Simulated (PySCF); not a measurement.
PySCF 2.14.0, BP86/def2-svp, df: Ti(NH2)(Me)3 ([CH3][Ti]([CH3])([CH3])[NH2]), 16 atoms. The geometry is a generated start, not checked to be a minimum at this level.

```
Quantity                      Result
-------------------  ---------------
task                          energy
method                          bp86
basis                       def2-svp
two-electron scheme  density fitting
mol.max_memory               3000 MB
mf.max_cycle                     100
mf.init_guess        minao (default)
mf.DIIS              CDIIS (default)
mf.diis_space            8 (default)
mf.conv_tol          1e-09 (default)
mf.grids.level           3 (default)
basis functions                  142
grid points                   185048
```

```xyz
16

Ti     0.1271     0.1345    -0.1631
N      1.2282     1.1432    -1.2591
H      1.5268     0.8937    -2.2055
H      1.6562     2.0373    -1.0095
C      1.2427    -0.9214     1.2383
H      1.7015    -0.2474     1.9783
H      2.0520    -1.5053     0.7756
H      0.5936    -1.6252     1.7860
C     -0.9942    -1.2605    -1.2179
H     -1.7472    -0.7791    -1.8610
H     -1.5245    -1.9382    -0.5297
H     -0.3495    -1.8783    -1.8638
C     -1.1902     1.3203     0.9216
H     -0.6466     2.0590     1.5324
H     -1.7891     0.6958     1.6051
H     -1.8870     1.8715     0.2724
```

Charge 0 and multiplicity 1 are set for this test and not shown to be the ground state.

One run each on 2 threads, 1 BLAS thread. Values of level_shift (Hartree) tried: 0 (default), 0.1, 0.3, 1.

### Question
How does the count of Fock builds change with level_shift (Hartree), and where is it least?

### Answer
Fewest Fock builds, within one of each other: 0 (default) with 15, 0.1 with 15. The count rises to 53 at 1. All converge to one solution.

```
level_shift (Hartree)  Fock builds            end
---------------------  -----------  -------------
0 (default)                     15  same solution
0.1                             15  same solution
0.3                             23  same solution
1                               53  same solution
```
